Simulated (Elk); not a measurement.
Elk run on AlFe (Pm-3m, 2 atoms in the cell): self-consistent single point.

Computed with PBEsol, all-electron FP-LAPW, Elk's shipped species files, APW+lo basis with extra local orbitals (Elk).

```
AlFe
1.0
    2.80254     0.00000     0.00000
    0.00000     2.80254     0.00000
    0.00000     0.00000     2.80254
Al Fe
1 1
Direct
  0.00000   0.00000   0.00000
  0.50000   0.50000   0.50000
```
Moments meant for the start (each program seeds them in its own way; μB, in the order of the atoms Al Fe): 0.0 4.0.

Reference input (self-consistent single point, DFT, PBE, all-electron FP-LAPW, Elk's shipped species files, APW+lo basis with extra local orbitals): xctype = 20; spinpol = true; rgkmax = 8; swidth = 0.00367493 Ha; ngridk = 12 12 12; reducebf = 0.7; tforce = true; gmaxvr = 18 1/bohr; lmaxapw = 10; lmaxo = 8; nxlo = 2; lorbcnd = true. This run's input differs from it in these lines:

```diff
@@ -4,3 +4,3 @@
 xctype
-  20
+  22
```

Log, with long lists cut:

```
│ Self-consistent loop started │
│ Loop number : 1 │
 total energy                :     -1517.16589295
 total moment                :    1.830878172
│ Loop number : 2 │
 total energy                :     -1517.23207051
 total moment                :    1.829238209
RMS change in Kohn-Sham potential (target) :    3.895634739     (  0.1000000000E-05)
Absolute change in total energy (target)   :   0.6617756435E-01 (  0.1000000000E-03)
│ Loop number : 3 │
 total energy                :     -1517.58852382
 total moment                :  -0.2314997773E-01
RMS change in Kohn-Sham potential (target) :    1.970177912     (  0.1000000000E-05)
   [... lines left out ...]
│ Loop number : 23 │
 total energy                :     -1514.03032997
 total moment                :  -0.5996442714
RMS change in Kohn-Sham potential (target) :   0.1578288937E-05 (  0.1000000000E-05)
Absolute change in total energy (target)   :   0.9723357380E-05 (  0.1000000000E-03)
│ Loop number : 24 │
 total energy                :     -1514.03033100
 total moment                :  -0.6000850111
RMS change in Kohn-Sham potential (target) :   0.3233545663E-06 (  0.1000000000E-05)
Absolute change in total energy (target)   :   0.3460969310E-05 (  0.1000000000E-03)
Convergence targets achieved

│ Loop number : 25 │

Energies :
 Fermi                       :     0.386794773091
 xc effective B-field        :    -0.802594647385E-02
 external B-field            :      0.00000000000
 total energy                :     -1514.03033494
 (external B-field energy excluded from total)

Density of states at Fermi energy :    55.20278188
 (states/Hartree/unit cell)

Estimated indirect band gap :   0.2923941172E-03
 from k-point     19 to k-point     58
Estimated direct band gap   :   0.1880478924E-02
 at k-point     30

Charges :
 core                        :    14.00000000
 valence                     :    25.00000000
 interstitial                :    2.839905152
 muffin-tins (core leakage)
  species :    1 (Al)
   atom    1                 :    11.17934940     (  0.1121382990E-02)
  species :    2 (Fe)
   [... lines left out ...]
 total moment                :  -0.6000742321
   [... lines left out ...]
   total force               :    -0.00000000   -0.00000000    0.00000000
   total magnitude           :     0.00000000
 species :    2 (Fe)
  atom :    1
   Hellmann-Feynman          :    -0.00000000    0.00000000    0.00000000
   IBS                       :     0.00000000   -0.00000000    0.00000000
   total force               :     0.00000000    0.00000000    0.00000000
   total magnitude           :     0.00000000
```

The run converged in 25 iterations. The count includes the last loop, which Elk runs after its targets are met. Against the reference run the size of the net moment stays at 0.30 μB/atom.

The starting cell comes from a database of computed structures (which also holds hypothetical and non-ambient phases and stackings), without a prior relaxation at this level. Its lattice was rescaled by a random factor within 2.5 % of one. The moments shrank to a small part of their start, a low-spin state that need not be the lowest. Values depend on the basis (sphere radii, cutoffs, local orbitals), which need not be converged. The log's line on a gap gives a spacing of levels on this mesh, which the program prints for metals too.

Cost on one core of a shared machine: roughly 3 min.
